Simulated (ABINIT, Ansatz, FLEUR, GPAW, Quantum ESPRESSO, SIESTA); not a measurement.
## WSi2 (I4/mmm, 3 atoms in the cell) computed with different codes at matched settings

Self-consistent single point.

```yaml
crystal:
  lattice:
    - [-1.60500, 1.60500, 3.91500]
    - [1.60500, -1.60500, 3.91500]
    - [1.60500, 1.60500, -3.91500]
  atoms:
    - { symbol: Si, position: [0.66500, 0.66500, 0.00000] }
    - { symbol: Si, position: [0.33500, 0.33500, 0.00000] }
    - { symbol: W, position: [0.00000, 0.00000, 0.00000] }
```

Shared settings, as Ansatz (an electronic-structure program) writes them: kpoints.mp_grid.grid = 3 3 3; scf.occupations.method = fermi_dirac; scf.occupations.width = 0.0073 Ry. Potentials and cutoffs stand in the table.

```tsv
code	model	pressure (GPa)	largest force (eV/Å)	cutoff
FLEUR	PBE, all-electron FLAPW (FLEUR), scalar-relativistic valence	–	0.517	Kmax 4.5 1/bohr
GPAW	PBE, GPAW PAW datasets PBE (gpaw-data 1.0.1)	7.30	0.532	550 eV
SIESTA	GGA PBE, numerical atomic orbitals DZP, PseudoDojo PBE standard norm-conserving potentials (rewritten from UPF to PSML)	9.02	0.493	grid 400 Ry
ABINIT	PBE, PAW (JTH v2.0 PBE PAW)	6.50	0.524	544 eV
Quantum ESPRESSO	PBE, PseudoDojo standard norm-conserving (PBE) pseudopotentials	6.62	0.520	75 Ry
Ansatz	PBE, default PAW files	6.54	0.515	default
```

A dash marks a value that a program does not give, or that is left out as unsure.

On Ansatz's run: spin-orbit coupling is off. Spin polarisation is off.

The spread over the programs that give each value: pressure within 2.52 GPa; largest force within 0.039 eV/Å.

SIESTA uses small atom-centred bases, whose incompleteness enters pressures, forces and empty levels differently from a plane-wave cutoff. FLEUR treats all electrons, but the usual bases taken here (sphere radii, linearisation, local orbitals, empty states) were not tested for convergence, so the values are no reference for the others. Ansatz's pressure is given at a fixed set of plane waves, as the other plane-wave codes print theirs; with its correction for the finite basis it is 6.58 GPa. In the pressure, SIESTA (by 2.44) lies more than 1 GPa from the median of the plane-wave programs.

On the base mesh (10 10 10) the same programs gave: Ansatz pressure 3.87 GPa; Quantum ESPRESSO pressure 3.97 GPa; ABINIT pressure 3.82 GPa; GPAW pressure 4.62 GPa; SIESTA pressure 6.20 GPa.

The values differ from the base mesh's, so the mesh still matters here: the table compares the programs at equal settings.

The starting cell has typed, rounded lattice constants, without a prior relaxation at this level.

Left out of this page: CP2K (on another mesh); Elk (not drawn, or without a comparable value).

Keys are those of Ansatz 0.2.
